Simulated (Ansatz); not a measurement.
The starting structures come from a database of crystals and need not be the phases stable at ambient conditions.

By PBEsol, the system below comes out a metal.

Without scattering a metal conducts by its projected Fermi surface.

Data:

```yaml
crystal:
  lattice:
    - [2.87180, 0.00000, 0.00000]
    - [1.16065, 5.16599, 0.00000]
    - [0.01321, -0.67327, 2.74185]
  atoms:
    - { symbol: Au, position: [0.67286, 0.72594, 0.33404] }
    - { symbol: Au, position: [0.32714, 0.27406, 0.66596] }
```

Space group of this cell: P-1. The cell is strained (lengths across the current scaled by 1.02, ions clamped); by PBEsol its mean pressure is -11.5 GPa.

The current flows along the normal of the first two printed cell vectors. No spin-orbit coupling; the value is a mean over 0.1 eV about the Fermi level.

**Question.** Compute, with PBEsol (Ansatz, a first-principles code), the ballistic conductance per area.

**Answer.** 0.80 × 10¹⁵ S/m² for both spins.
